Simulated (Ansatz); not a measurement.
Ansatz (a first-principles code) run on a (100) slab of Ta (cut from a parent of space group no. 191; 6 atoms in the cell): self-consistent single point

Computed with PBE (plane waves, PAW; Ansatz).

This input was run:

Ansatz 0.2 input:
```yaml
# Ta
crystal:
  lattice:
    - [2.844015, 0.000000, 0.000000]
    - [0.000000, 4.675994, 0.000000]
    - [0.000000, 0.000000, 18.749200]
  atoms:
    - { symbol: Ta, position: [0.000000, 0.583333, 0.464004] }
    - { symbol: Ta, position: [0.500000, 0.583333, 0.320014] }
    - { symbol: Ta, position: [0.500000, 0.083333, 0.392006] }
    - { symbol: Ta, position: [0.000000, 0.083333, 0.679986] }
    - { symbol: Ta, position: [0.500000, 0.083333, 0.535996] }
    - { symbol: Ta, position: [0.500000, 0.583333, 0.607994] }
basis:
  ecutwfc: 420.0 eV
kpoints:
  mp_grid: { grid: [12, 8, 1] }
hamiltonian:
  xc: pbe
  pseudopotentials: { kind: paw }
scf:
  occupations: { method: methfessel_paxton, width: 0.272 eV }
output:
  forces: true
  eigenvalues: true
  stress: true
```

Log, with long lists cut:

```
WARN ansatz: RAYON_NUM_THREADS=1 ignored (pool sized by the plan → 1); use --threads N
Pseudopotentials: kind: paw
Pseudopotential: Ta, paw, valence charge 13
Crystal: 6 atoms, lattice volume = 249.338 Å³
Basis set: ecut = 420 eV, 4893 PW (Γ), exchange–correlation on 40×64×256 points (8 copies of the dense FFT grid, shifted against one another)
Bands: 47, of which v1, the nominal top of the filled ones, is band 39 counted from 1 (38 counted from 0)
Symmetry: 4 space group operations
Space group: Pmm2 (ITA 25), of the structure as read, at distance tolerance 6.3e-5 Å
k-points: 35 of 96
Initial density: superposition of atomic densities (neutral atoms: chi_scale 0, normalization atom), corrected by the library's trained network
Initial wavefunctions: pseudopotential atomic-orbital guess
Eigensolver: davidson
Functional: x = pbe(κ = 0.804, μ = 0.2195149727645171), c = pbe(β = 0.06672455060314922)
SCF iter   1: F=—  HF=-59587.162014 eV  |F-HF|=—  |Δ(HF+E_count)|=         —  Δρ=7.01e-3  dr2=3.18e-1  ethr=1.77e-3  ⟨swp⟩=8.5  Hψ=7582  notcnv=0
all-band conjugate gradients solve this SCF's bands
preconditioner: auto → LDOS
SCF iter   2: F=—  HF=-59587.138923 eV  |F-HF|=—  |Δ(HF+E_count)|=   2.31e-2  S|Δr|=    0.00e0  Δρ=2.58e-3  dr2=2.79e-2  ethr=4.08e-4  ⟨swp⟩=2.3  Hψ=2273  notcnv=0
SCF iter   3: F=—  HF=-59587.141298 eV  |F-HF|=—  |Δ(HF+E_count)|=   2.38e-3  S|Δr|=    0.00e0  Δρ=1.04e-3  dr2=6.43e-3  ethr=3.57e-5  ⟨swp⟩=2.0  Hψ=2631  notcnv=0
SCF iter   4: F=—  HF=-59587.140909 eV  |F-HF|=—  |Δ(HF+E_count)|=   3.89e-4  S|Δr|=    0.00e0  Δρ=4.25e-4  dr2=8.35e-4  ethr=8.25e-6  ⟨swp⟩=2.1  Hψ=2292  notcnv=0
SCF iter   5: F=—  HF=-59587.140966 eV  |F-HF|=—  |Δ(HF+E_count)|=   5.69e-5  S|Δr|=    0.00e0  Δρ=1.77e-4  dr2=9.20e-5  ethr=1.07e-6  ⟨swp⟩=2.1  Hψ=2239  notcnv=0
SCF iter   6: F=—  HF=-59587.140893 eV  |F-HF|=—  |Δ(HF+E_count)|=   7.26e-5  S|Δr|=    0.00e0  Δρ=5.90e-5  dr2=1.00e-5  ethr=1.18e-7  ⟨swp⟩=2.5  Hψ=2858  notcnv=0
SCF iter   7: F=—  HF=-59587.140899 eV  |F-HF|=—  |Δ(HF+E_count)|=   5.28e-6  S|Δr|=    0.00e0  Δρ=2.17e-5  dr2=1.70e-6  ethr=1.29e-8  ⟨swp⟩=2.4  Hψ=2872  notcnv=0
SCF iter   8: F=—  HF=-59587.140899 eV  |F-HF|=—  |Δ(HF+E_count)|=   4.09e-7  S|Δr|=    0.00e0  Δρ=7.03e-6  dr2=1.68e-7  ethr=2.18e-9  ⟨swp⟩=2.2  Hψ=2473  notcnv=0
SCF iter   9: F=-59587.140899 eV  HF=-59587.140899 eV  |F-HF|=2.30e-8  |Δ(HF+E_count)|=   2.92e-8  S|Δr|=    0.00e0  Δρ=2.09e-6  dr2=1.89e-8  ethr=1.28e-10  ⟨swp⟩=10.4  Hψ=7370  notcnv=0
SCF 1 converged in 9 iterations: F = -59587.140899 eV  dr2 = 1.89e-8
SCF converged after 9 iterations
Stability not checked (fill_not_monotonic)
Free energy (F): -59587.140899 eV
Harris-Foulkes:  -59587.140899 eV  (|F-HF|=2.30e-8)
Internal energy: -59587.119471 eV  (E = F + TS)
E sigma→0 (E₀):  -59587.135542 eV
Entropy (-TS):   -0.021428 eV (-3.571 meV/atom)
Fermi energy:    6.168389 eV
--- Per-component energies (eV) ---
  E_band       = -1626.198931
  E_kinetic    = 2185.346940
  E_local      = -45271.180905  (includes V_loc(G=0)·N_el)
  E_nonlocal   = 90.521980
  E_hartree    = 21629.619516
  E_xc         = -1303.624098
  E_vxc        = -1214.746466  (∫ρ·V_xc dr)
  E_paw        = -50378.525537  (= ΣΔE_a)
  E_vpaw       = -675.397040  (= ΣTr[D̂ρ^β])
  E_aug_tail   = 0.000921  (compensation charges beyond the density's cutoff)
  E_ewald      = 13460.721711
  E_smearing   = -0.021428  (= −TS)
  E_closure    = -0.000000  (closes the sum)
  Σ components = -59587.140899   (vs F -59587.140899, Δ=0.00e0)
--- Forces (eV/Å), atoms counted from 1 ---
  atom   1  Ta     0.00000000     0.00000000    -0.97490398
  atom   2  Ta     0.00000000     0.00000000     0.50560874
  atom   3  Ta     0.00000000     0.00000000    -0.49916595
  atom   4  Ta     0.00000000     0.00000000    -0.43720574
  atom   5  Ta     0.00000000     0.00000000    -0.00100101
  atom   6  Ta     0.00000000     0.00000000     1.40670251
  max |Σ_I F_I| component: 3.46e-5 eV/Å
--- Stress (GPa, compression-positive) ---
       -5.976750       0.000000       0.000000
        0.000000       1.478172       0.000000
        0.000000       0.000000       0.856829
  P = ⅓ Tr σ = -1.2139 GPa (-12.139 kbar)
  The stress holds the Pulay correction. Without it, at fixed plane waves, as pw.x and ABINIT print it: P = -1.2390 GPa
--- Band table (eV; the first three rows and the last of 35) ---
  k-point 0: bands = ["-61.8184", "-61.6039", "-61.4397", "-61.3461", "-61.2586", "-61.2188", "-28.6249", "-28.5293", "-28.5105", "-28.3204", "-28.2731", "-28.1984", "-27.9711", "-27.9630", "-27.7553", "-27.7432", "-27.6171", "-27.5315", "-27.4676", [...]
  k-point 1: bands = ["-61.8183", "-61.6029", "-61.4385", "-61.3434", "-61.2622", "-61.2206", "-28.6127", "-28.5387", "-28.4866", "-28.3353", "-28.3254", "-28.1709", "-28.0030", "-27.8864", "-27.7483", "-27.7413", "-27.6123", "-27.5278", "-27.5082", [...]
  k-point 2: bands = ["-61.8179", "-61.6003", "-61.4356", "-61.3353", "-61.2723", "-61.2247", "-28.6151", "-28.5233", "-28.4329", "-28.3828", "-28.3673", "-28.1710", "-27.9836", "-27.8073", "-27.7367", "-27.7353", "-27.6002", "-27.5466", "-27.5166", [...]
  k-point 34: bands = ["-61.7647", "-61.5430", "-61.3774", "-61.2550", "-61.2483", "-61.1769", "-28.6250", "-28.5293", "-28.4546", "-28.4184", "-28.3953", "-28.3527", "-28.3215", "-28.2083", "-28.1632", "-28.0890", "-28.0841", "-27.9706", [...]
```

The run converged in 9 iterations.

The starting cell was generated: these elements placed on a structure prototype, without a prior relaxation; it need not be a known phase or ordering of this composition. The slab is cut from that crystal, and its faces are unrelaxed. Spin-orbit coupling is off. Spin polarisation is off. The two faces of this cut differ, and no dipole correction was used. Forces in this geometry exceed 1 eV/Å.

Cost on one core of a shared machine: roughly 30 s.
